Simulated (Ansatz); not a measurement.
# Pressure series in TiO2

Start from TiO2 in the anatase structure (space group I4_1/amd, No. 141; a = 3.7698 Å, c = 9.5517 Å).

Cell and atoms are relaxed at each pressure.

Calculations: PBEsol, PAW, 420 eV (Ansatz, an electronic-structure program; no spin-orbit coupling).

```json
[
 {"P (GPa)": "-2.00", "V (Å³/atom)": "11.439"},
 {"P (GPa)": "-1.00", "V (Å³/atom)": "11.375"},
 {"P (GPa)": "0.90", "V (Å³/atom)": "11.257"},
 {"P (GPa)": "2.10", "V (Å³/atom)": "11.184"},
 {"P (GPa)": "4.50", "V (Å³/atom)": "11.041"},
 {"P (GPa)": "8.99", "V (Å³/atom)": "10.788"},
 {"P (GPa)": "15.00", "V (Å³/atom)": "10.472"},
 {"P (GPa)": "22.50", "V (Å³/atom)": "10.114"},
 {"P (GPa)": "29.99", "V (Å³/atom)": "9.791"}
]
```

Question: Fit a third-order Birch–Murnaghan equation of state.

Answer: Least squares on P(V) = (3B₀/2)[(V₀/V)^(7/3) − (V₀/V)^(5/3)]·[1 + (3/4)(B₀′ − 4)((V₀/V)^(2/3) − 1)] gives V₀ = 11.31 Å³/atom, B₀ = 179 GPa and B₀′ = 2.3.

Load acts through the strain it causes; cell and atoms are relaxed under it. Stability against distortions was not tested. No other phases were tried under pressure. The final runs are not spin-polarised.
